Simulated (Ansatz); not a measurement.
```xyz
6
Lattice="-3.1077 5.2942 2.9561 3.1077 -5.2942 2.9561 3.1077 5.2942 -2.9561" Properties=species:S:1:pos:R:3 pbc="T T T"
Se     1.8467     4.0624     0.0000
Se    -1.8467     4.0624     2.9561
Se     4.9544     1.2317     0.0000
Se     1.2610     1.2317     2.9561
Si     0.0000     0.0000     1.4780
Si     0.0000     0.0000     4.4341
```

No spin polarisation.

The values are results of DFT with PBE, PAW potentials and a 420 eV plane-wave cutoff in Ansatz (a program for electronic structure), no spin-orbit coupling, not measurements. Γ-centred 8×8×8 mesh, Fermi–Dirac width 0.05 eV.

### Question
Predict the band gap, gap character, width of the top valence band and smallest direct gap.

### Answer
The band gap is 2.00 eV, the gap character comes out as indirect, Σ₀–Γ (12 % along) → X and the width of the top valence band is 0.73 eV. The smallest direct gap is 2.15 eV.

Load acts through the strain it causes; cell and atoms are relaxed under it. No phonon test of stability was made. The cell was made from SiSe$_{2}$ (space group Ibam, No. 72; made of chains) by this change: pressure 0.3 GPa. No dispersion term is included, though the crystal is made of layers, chains or molecules, so its spacings can come out too wide.
